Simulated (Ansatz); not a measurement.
Take a 12-atom supercell of MgB2 (space group P6/mmm, No. 191; a = 3.074 Å, c = 3.528 Å) at its relaxed geometry as the base.

The values are results of plane-wave PAW DFT at the PBE level (Ansatz, a program for electronic structure, 420 eV), no SOC, not measurements.

One neutral defect a cell, atoms relaxed at fixed cell.

One change was made to it. Results:

The largest displacement of a host atom from its site in the perfect cell comes out as 0.13 Å; the pressure goes from zero to 4.6 GPa.

Problem. Name the change that was made.
A) Be on a B site
B) B interstitial (started 1.76 Å from the nearest host atom), symmetric start
C) Li interstitial (started 1.57 Å from the nearest host atom), symmetric start
D) H interstitial (started 1.76 Å from the nearest host atom)
E) B interstitial (started 1.57 Å from the nearest host atom)

Solution. D, H interstitial (started 1.76 Å from the nearest host atom). For comparison, the pressure in the other runs: Li interstitial (started 1.57 Å from the nearest host atom), symmetric start gives 13.1 GPa; B interstitial (started 1.76 Å from the nearest host atom), symmetric start gives 12.6 GPa; Be on a B site gives 7.1 GPa; B interstitial (started 1.57 Å from the nearest host atom) gives 6.3 GPa.

In so small a cell the defect repeats every few ångströms: this is an ordered compound, not a dilute defect. Defects with a symmetric start kept the site's symmetry and may sit on a saddle; the others started slightly shaken. The final runs are not spin-polarised.
